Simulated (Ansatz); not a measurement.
# How far PBE and PBEsol part for hypothetical NiAs type TlF

Base system: TlF in the NiAs type structure (space group P6_3/mmc, No. 194; a = 3.891 Å, c = 7.014 Å; a hypothetical phase, not in the database extracts checked).

(Cell as relaxed with PBE.)

Levels (all Ansatz, an electronic-structure program, PAW): PBE (420 eV, no spin-orbit coupling); PBEsol (420 eV, no spin-orbit coupling).

Each level relaxes its own structure.

```csv
quantity,PBE,PBEsol
volume per atom,22.99 Å³,___
lattice parameter a,3.891 Å,___
lattice parameter c,7.014 Å,___
band gap,2.15 eV,___
gap character,direct at Γ,___
electron mass,"0.14 mₑ along c, 0.55 mₑ across",___
```

Q: Given the PBE results, estimate those of PBEsol.

A: 
- volume per atom, PBEsol: 21.00 Å³
- lattice parameter a, PBEsol: 3.752 Å
- lattice parameter c, PBEsol: 6.890 Å
- band gap, PBEsol: 1.90 eV
- gap character, PBEsol: direct at Γ
- electron mass, PBEsol: 0.12 mₑ along c, 0.51 mₑ across

PBE's volume per atom lies 1.99 Å³ above PBEsol's (9.5 %); PBE's lattice parameter a lies 0.139 Å above PBEsol's (3.7 %); PBE's lattice parameter c lies 0.1245 Å above PBEsol's (1.8 %); PBE's band gap lies 0.25 eV above PBEsol's; the two agree on the gap character. Neither level is exact; PBEsol is the comparison here, not a measurement.

With Tl present, leaving out spin-orbit coupling can change the band edges. Effective masses come from finite differences of ±0.01 Å⁻¹. No phonon test of stability was made.
